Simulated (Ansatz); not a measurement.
## Defect calculation: V_Cs+V_Br in orthorhombic CsPbBr3

Computed with PBE, PAW (plane waves to 420 eV; Ansatz, an electronic-structure program). The supercell holds 80 host sites (2×1×2 repeats of a cell of 20 atoms), with a 1×2×1 shifted k-point sampling for the final energies. Sites at the start: the Cs site; Br(2) 3.72 Å away. These values are not converged in cell size to better than tenths of an eV.  Spin–orbit coupling is left out, which matters for these heavy elements. Each state is the lowest found from its start.

The name describes the start.

```json
[
 {"charge": "0", "moment (μB)": "not spin-polarised", "point group": "C1", "largest move off a lattice site (Å)": "0.31", "above the lowest spin state (eV)": "0.00"},
 {"charge": "0", "moment (μB)": "0.0", "point group": "C1", "largest move off a lattice site (Å)": "0.31", "above the lowest spin state (eV)": "0.00"}
]
```

Point groups are those of the whole cell at tolerances of 0.03 and 0.1 Å ("near" where only the looser one holds); none is given for unsettled states.

Starting moments that weren't kept: charge 0 began with 2 μB and ended with 0.0.

Flagged in the runs: a host whose relaxation on this sampling wasn't shown to rest.

All states together cost around 70 core-minutes (rough).
